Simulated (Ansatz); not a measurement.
The parent structure is CdTe in the zinc blende structure (space group F-43m, No. 216; a = 6.558 Å). Axes: x, y, z lie along the cube axes.

Level of theory: r2SCAN (Ansatz, a first-principles code, PAW, no spin-orbit coupling).

Base values:

| Quantity | Value |
|---|---|
| Valence-band top at Γ | 0.00, 0.00, 0.00 eV |
| Band gap | 1.17 eV |

One thing is altered: tensor shear ε_xy = +2.00 % (engineering shear γ = 0.0400), atoms relaxed at fixed cell.

**Question.** How does this affect the valence-band top at Γ, band gap and stress?

**Answer.** The valence-band top at Γ (three highest levels, from the VBM) goes from 0.00, 0.00, 0.00 eV to 0.00, -0.12, -0.21 eV; the band gap drops by 0.12 eV, from 1.17 eV to 1.05 eV; the stress (xx, yy, zz, yz, xz, xy; compression positive) is (0.00, 0.00, -0.02, 0.00, 0.00, -0.79) GPa.

With Te present, leaving out spin-orbit coupling can change the band edges. The cells carry an imposed strain or load. Whether these cells are dynamically stable was not tested.
